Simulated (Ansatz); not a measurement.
Given:

End structure of a constructed model of the (111) surface of fcc Rh, a layer of Mg in place of the third plane (bottom of the slab: a bare face, its two planes held):

```yaml
crystal:
  lattice:
    - [2.70822, 0.00000, 0.00000]
    - [-1.35411, 2.34539, 0.00000]
    - [0.00000, 0.00000, 27.50000]
  atoms:
    - { symbol: Rh, position: [0.33333, 0.66667, 0.29920] }
    - { symbol: Rh, position: [0.66667, 0.33333, 0.37960] }
    - { symbol: Rh, position: [0.00000, 0.00000, 0.45964] }
    - { symbol: Mg, position: [0.33333, 0.66667, 0.54128] }
    - { symbol: Rh, position: [0.66667, 0.33333, 0.62368] }
    - { symbol: Rh, position: [0.00000, 0.00000, 0.70285] }
```

Set-up: 6 atoms, 11.0 Å thick at the start with caps and adatoms (thin: gaps and levels are the slab's own); mesh 16x16x1; 0.1 eV smearing; dipole correction on; 2 atoms held, the rest relaxed; held to the start's symmetry, so lower structures may exist; no spin, no spin-orbit, no U. In PBE it lies 0.34 eV a 1x1 cell over the lowest computed structure of the same composition (a layer of Mg in place of the second plane).

Problem. What work function of the top face does PBE run with Ansatz (a first-principles code) give?

Solution. 5.18 eV
